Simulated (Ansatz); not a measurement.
The starting structures come from a database of crystals and need not be the phases stable at ambient conditions.

Input:

```
PbSnF4
1.0
    6.17528     0.00000     0.00000
    0.00000    10.40403     0.00000
    3.08764     0.00000     3.08764
Sn Pb F
2 2 8
Direct
  0.00000   0.12893   0.50000
  0.50000   0.87107   0.50000
  0.00000   0.62296   0.50000
  0.50000   0.37704   0.50000
  0.00000   0.33133   0.50000
  0.50000   0.66867   0.50000
  0.50000   0.50000   0.00000
  0.00000   0.50000   0.00000
  0.00000   0.19060   0.00000
  0.50000   0.19060   0.00000
  0.50000   0.80940   0.00000
  0.00000   0.80940   0.00000
```

Space group of this cell: P4/nmm. The cell was relaxed by PBE-D3(BJ); by r2SCAN its mean pressure is -2.5 GPa.

Transport runs along the normal of the first two printed cell vectors, the (110) plane of the conventional cell.

The gap is the functional's own. No spin-orbit coupling. Mid-gap values are interpolated on the energy grid.

Task: Compute, with r2SCAN in Ansatz (an electronic-structure program), the band gap and the smallest decay constant κ at mid-gap.

Result: Gap 3.75 eV on a 10×4×10 mesh; κ = 0.321 1/Å, at (0.000, 0.500) of the in-plane reciprocal vectors. At the zone centre, at the nearest computed energy, the slowest state has κ = 0.32 1/Å.
